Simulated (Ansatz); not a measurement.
WS2 under a change: S → P

The reference is WS2 in the 2H-MoS2 type structure (space group P6_3/mmc, No. 194; a = 3.1703 Å, c = 12.4930 Å; layered, stacked along the Cartesian z axis).

Modification: P takes the place of S on all its sites; the structure is relaxed again.

Computed with plane-wave PAW DFT at the r2SCAN+rVV10 level (Ansatz, an electronic-structure program, 500 eV), without spin-orbit coupling, earlier PAW set. Settings: 17×17×4 k-points, 0.05 eV Fermi–Dirac smearing, for the changed cell.

The volume per atom drops by 1.26 Å³ to 16.86 Å³ and the density increases by 0.495 g/cm³ to 8.07 g/cm³. The lattice parameter a decreases by 0.198 bohr to 5.793 bohr and the c/a ratio grows by 0.114 (3.941 → 4.055). The shortest interatomic distance grows by 0.103 bohr (4.548 bohr → 4.651 bohr) and the band gap becomes zero (base: 1.13 eV).

With W present, leaving out spin-orbit coupling can change the band edges. No phonon test of stability was made. As relaxed here, WP2 is a hypothetical phase, not in the database extracts checked. The final runs are not spin-polarised. WP2 has a high density of states at the Fermi level and may be magnetic at this level. A zero or small gap of WP2 can be the functional's error rather than a property of the material.
